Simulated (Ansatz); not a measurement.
The structure below was relaxed with DFT with PBE, PAW potentials and a 420 eV plane-wave cutoff in Ansatz (a first-principles code), no spin-orbit coupling, at pressure 22.5 GPa.

```yaml
crystal:
  lattice:
    - [3.03880, 0.00000, 0.00000]
    - [-1.51940, 2.63168, 0.00000]
    - [0.00000, 0.00000, 4.83253]
  atoms:
    - { symbol: Al, position: [0.33333, 0.66667, 0.99905] }
    - { symbol: Al, position: [0.66667, 0.33333, 0.49905] }
    - { symbol: N, position: [0.33333, 0.66667, 0.38295] }
    - { symbol: N, position: [0.66667, 0.33333, 0.88295] }
```

Q: Find the space group and the Wyckoff positions.

A: Space group P6₃mc (No. 186); a = b = 3.0388 Å, c = 4.8325 Å, α = β = 90.00°, γ = 120.00°

```csv
atom,site,symmetry,x,y,z
Al,2b,3m.,0.6667,0.3333,0.4991
N,2b,3m.,0.3333,0.6667,0.3829
```

Load acts through the strain it causes; cell and atoms are relaxed under it. Whether these cells are dynamically stable was not tested. Measured, AlN leaves this structure (for rock salt) near 14 GPa (temperature not stated; as listed in Datta, Sujoy, Jana, Debnarayan, arXiv (2020)), on rising pressure, with hysteresis. The cell was made from AlN in the wurtzite structure (space group P6_3mc, No. 186) by this change: pressure 22.5 GPa.
